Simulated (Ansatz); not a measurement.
Take WSi2 (space group I4/mmm, No. 139; a = 3.2026 Å, c = 7.8157 Å) as the base.

Computed with PBEsol (Ansatz, an electronic-structure program), no spin-orbit coupling.

One change was made to it. Results:

The c/a ratio grows by 0.0065, from 2.440 to 2.447; the band gap is still zero; the volume per atom decreases by 0.47 Å³, from 13.36 Å³ to 12.89 Å³.

Q: Name the change that was made.
A. pressure −1 GPa
B. pressure 22.5 GPa
C. pressure 2.1 GPa
D. pressure −2 GPa
E. pressure 9 GPa

A: E, pressure 9 GPa. For comparison, the volume per atom in the other runs: pressure −1 GPa gives 13.42 Å³; pressure 2.1 GPa gives 13.24 Å³; pressure 22.5 GPa gives 12.31 Å³; pressure −2 GPa gives 13.48 Å³.

Load acts through the strain it causes; cell and atoms are relaxed under it. Whether these cells are dynamically stable was not tested. Competing high-pressure phases were not computed. The final runs are not spin-polarised.
